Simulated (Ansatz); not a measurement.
## A computed series for CrCl3: pressure series

Base system: CrCl3 (space group R-3, No. 148; a = 5.960 Å, c = 17.238 Å (hexagonal axes); ferromagnetic; a cell from a computed database, its experimental status unchecked; layered, stacked along the Cartesian z axis).

Cell and atoms are relaxed at each pressure.

Calculations: r2SCAN+rVV10/PAW in Ansatz (an electronic-structure program), no spin-orbit coupling.

```
change            largest site moment  lattice parameter a  smallest direct gap
----------------  -------------------  -------------------  -------------------
base                          2.70 μB          11.263 bohr              2.50 eV
pressure −1 GPa               2.71 μB          11.369 bohr              2.52 eV
pressure 0.3 GPa              2.70 μB          11.235 bohr              2.50 eV
pressure 0.7 GPa              2.69 μB          11.201 bohr              2.50 eV
pressure 1.5 GPa              2.69 μB          11.139 bohr              2.49 eV
pressure 3 GPa                2.67 μB          11.037 bohr              2.48 eV
pressure 5 GPa                2.66 μB          10.920 bohr              2.45 eV
```

Load acts through the strain it causes; cell and atoms are relaxed under it. No phonon test of stability was made. No other phases were tried under pressure. No Hubbard U is applied and the magnetic state is the run's own (CrCl3 ferromagnetic); other magnetic orders, which need larger cells, were not tried and can change the gap.
